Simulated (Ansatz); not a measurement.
The starting structures come from a database of crystals and need not be the phases stable at ambient conditions.

 Where the default PAW files enter, the runs use the earlier of Ansatz's two default sets.

Tunnelling through a barrier is set by its complex band structure: the current falls as exp(−2κd) with the smallest κ.

```
BaS2
1.0
    4.80736     0.00000     0.00000
    2.40368     4.68567     0.00000
    2.40368    -0.41646     8.04130
Ba S
2 4
Direct
  0.60757   0.25000   0.25000
  0.39243   0.75000   0.75000
  0.21235   0.30296   0.97964
  0.78765   0.69704   0.02036
  0.99495   0.19704   0.52036
  0.00505   0.80296   0.47964
```

Space group of this cell: C2/c. The cell is taken as given.

Transport runs along the normal of the first two printed cell vectors.

The gap is the functional's own, uncorrected, and κ follows it; spin-orbit coupling is left out. Mid-gap values are interpolated between the computed energies.

**Question.** Estimate the band gap and the smallest decay constant κ at mid-gap that Ansatz (a program for electronic structure) with r2SCAN returns for this system.

**Answer.** Gap 1.98 eV on a 8×8×8 mesh; κ = 0.365 1/Å, at (0.125, 0.000) of the in-plane reciprocal vectors. At the zone centre, at the nearest computed energy, the slowest state has κ = 0.38 1/Å.
